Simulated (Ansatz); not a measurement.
Where the default PAW files enter, the runs use the earlier of Ansatz's two default sets.

Consider the following.

```yaml
crystal:
  lattice:
    - [3.80580, 0.00000, 0.00000]
    - [0.00000, 6.23798, 0.00000]
    - [1.90290, 0.00000, 3.29592]
  atoms:
    - { symbol: Zn, position: [0.33333, 0.99986, 0.33333] }
    - { symbol: Zn, position: [0.66667, 0.49986, 0.66667] }
    - { symbol: S, position: [0.33333, 0.62514, 0.33333] }
    - { symbol: S, position: [0.66667, 0.12514, 0.66667] }
```

Space group of this cell: P6_3mc, wurtzite. The cell is taken as given.

Calculation: r2SCAN (plane waves, PAW; Ansatz, a quantum-chemistry and plane-wave program).

The current runs along the normal of the first two printed vectors; no spin-orbit coupling. Scaled by the factor s: the length along the current (ions clamped). Meshes 10×6×10 and 8×6 across the current in all rows.

```csv
s,mean pressure (GPa),band gap (eV)
0.97,2.8,?
1.00,0.2,2.79
1.03,-1.9,2.61
```

Problem. Take the slope of the band gap against ln s from the two given rows, extrapolate to s = 0.97, and say what the run there gives.

Solution. Slope = (2.61 − 2.79) / ln 1.03 = -6.09 eV. The line gives 2.79 + (-6.09) × ln 0.97 = 2.98 eV. The run gives 2.82 eV, 0.16 eV under the line, 84 % of the predicted step.
